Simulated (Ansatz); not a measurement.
We consider β-phase InSe (model structure), described by r²SCAN (Ansatz, a first-principles code, PAW).

Settings: plane-wave cutoff 500 eV, 12×12×2 k mesh (along the axes of the cell as run), gaussian smearing 0.02 eV, scalar-relativistic PAW data made under PBE.

Cell (relaxed at this level):

```
CELL_PARAMETERS angstrom
      2.02162    -3.50155     0.00000
      2.02162     3.50155     0.00000
      0.00000     0.00000    17.41645
ATOMIC_POSITIONS crystal
  In 0.33333 0.66667 0.16968
  In 0.66667 0.33333 0.66968
  In 0.66667 0.33333 0.83032
  In 0.33333 0.66667 0.33032
  Se 0.33333 0.66667 0.59740
  Se 0.66667 0.33333 0.09740
  Se 0.66667 0.33333 0.40260
  Se 0.33333 0.66667 0.90260
```

Q: Estimate the band gap that the calculation returns.

A: 
* **band gap**: 0.94 eV (on the SCF k mesh)

Note: the relaxation could raise the start's symmetry but not lower it, so the cell can be a saddle point; the cell has widely spaced layers and the level no dispersion term, so their spacing and the moduli can rest on weak binding.

Spin–orbit coupling is not included.

The computed numbers hold no vibrational or temperature effects.

Cost on a shared machine: around 6 core-minutes (rough).

A model structure was made by putting elements into a prototype or built by hand; it is no filed structure, need not be a known phase, and can be a saddle point held by its symmetry.
